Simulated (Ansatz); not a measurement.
Given:

```xyz
2
Lattice="0.0000 2.7660 2.8285 2.8285 0.0000 2.8285 2.8285 2.7660 0.0000" Properties=species:S:1:pos:R:3 pbc="T T T"
Te     4.2427     4.1489     4.2427
Be     0.0000     0.0000     0.0000
```

No spin polarisation.

Computed with r2SCAN (Ansatz, a program for electronic structure), scalar-relativistic without spin-orbit coupling. k-mesh 10×10×10 (Γ-centred); smearing 0.05 eV (Fermi–Dirac).

**Question.** Estimate the band gap.

**Answer.** 2.13 eV.

**Question.** What stress (xx, yy, zz, yz, xz, xy; compression positive) does the calculation give?

**Answer.** (0.93, 2.30, 0.93, 0.00, 0.00, 0.00) GPa.

**Question.** Predict the gap character.

**Answer.** Indirect, Γ → M.

With Te present, leaving out spin-orbit coupling can change the band edges. The cells carry an imposed strain or load. Whether these cells are dynamically stable was not tested. The cell was made from BeTe in the zinc blende structure (space group F-43m, No. 216) by this change: uniaxial strain ε_yy = −2.21 %.
